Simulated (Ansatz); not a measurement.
C (I4_1/amd), PBE, rigid bands run with Ansatz (a first-principles code): Condition of this run: biaxial stress in (001) of 11 GPa (compression positive) (the target of the relaxation). band gap 4.05 eV, N_c = 3.92e19 cm⁻³ and N_v = 2.12e19 cm⁻³ at 300 K, conductivity masses along z (a = (0.00, 1.76, 1.78) Å; b = (1.76, 0.00, 1.78) Å; c = (1.76, 1.76, 0.00) Å) of 0.296 mₑ (electrons) and 0.348 mₑ (holes). Take k_BT = 0.02585 eV.

Problem. What built-in voltage has an abrupt junction with N_A = 1e17 and N_D = 1e18 cm⁻³, all dopants ionised?

Solution. V_bi = E_g/e − (k_BT/e) ln(N_c N_v/(N_A N_D)) = 4.05 − 0.02585 × 9.03 = 3.82 V. It follows the computed gap one for one.

Problem. What thermal injection velocity √(2k_BT/πm) limits a ballistic channel along the direction named?

Solution. 9.89e6 cm/s for electrons and 9.12e6 cm/s for holes, a ratio of √(m_h/m_e) = 1.08, for dilute carriers.

Problem. Find the intrinsic carrier density and the intrinsic Fermi level.

Solution. n_i = √(N_c N_v) exp(−E_g/2k_BT) = 2.88e19 × exp(−78.33) = 2.8e-15 cm⁻³. The level lies (k_BT/2) ln(N_v/N_c) = -8 meV from mid-gap (positive towards the conduction band). Each 0.1 eV added to the gap lowers n_i by a factor of 6.9.

Rigid, parabolic bands with the computed gap; masses take one relaxation time for all states. Spin-orbit coupling is left out. Geometry: cell and atoms relaxed with PBEsol.
